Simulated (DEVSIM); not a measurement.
System: Al/SiO2/n-Si capacitor, at 300 K.

Layer 1 from the left is SiO2, thickness (nm) 30.0. Layer 2 from the left is Si, thickness (nm) 570, Nd (cm⁻³) 1e18.

Metal gate on the left, work function 4.1 eV. Fixed charge at the semiconductor interface 0 cm⁻² (in units of +e); no interface traps.

This is a model device: material constants are rounded textbook-type values typed into the input, and sizes, dopings and lifetimes were drawn at random. Values at 300 K.

SiO2: gap (eV) 9, affinity (eV) 0.9, permittivity 3.9. Si: gap (eV) 1.124, affinity (eV) 4.05, permittivity 11.7, Nc (cm⁻³) 2.86e19, Nv (cm⁻³) 3.1e19.

Simulated with DEVSIM: 1D Poisson equation in equilibrium, Boltzmann statistics, complete ionisation; no quantum confinement or tunnelling. Metal contacts follow the ideal Schottky-Mott rule: no Fermi-level pinning, no interface dipoles.

Q: What does the simulation give for the minimum of the low-frequency capacitance?

A: minimum of the low-frequency capacitance 0.0852 μF/cm².
